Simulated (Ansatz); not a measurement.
Cost and result by functional for the adsorption energy of N on the 1x1 (0001) surface of hcp Ru, one in a 2x2 cell, started at the site 'hollow Ru-Ru-Ru over Ru at depth 2.1 Å', in Ansatz (plane waves, PAW). Single points on the PBE structure, on one kind of machine; costs are rough ratios of the slab run's core time (references not counted) to the cheapest single point. r2SCAN's cost holds its higher cutoff (500 against 420 eV). Differences are taken against r2SCAN for comparison alone: no measured value is at hand, so the table doesn't rank accuracy.

Set-up: 17 atoms, 6.3 Å thick at the start under the adsorbate (thin: gaps and levels are the slab's own); mesh 6x6x1; 0.1 eV smearing; dipole correction on; 8 atoms held, the rest relaxed; start symmetry kept, larger cells not searched; no spin, no spin-orbit, no U, no dispersion correction. At the end it is bonded to 3 Ru. In PBE it is, or lies within 0.03 eV of, the lowest of the starts that converged. These notes are the PBE run's. Adsorption energies are against ½ N2(g). A negative adsorption energy means that the adsorbate is more stable on the surface than in its reference.

```csv
functional,relative cost,adsorption energy (eV),less r2SCAN (eV)
RPBE,1,-0.63,0.47
r2SCAN,2,-1.10,0.00
PBE (the relaxed run's value),–,-0.92,0.19
```

The values span 0.47 eV, while the single points' costs differ by a factor of roughly 2. Differences are of unrounded values.

Ansatz is a program for electronic structure.
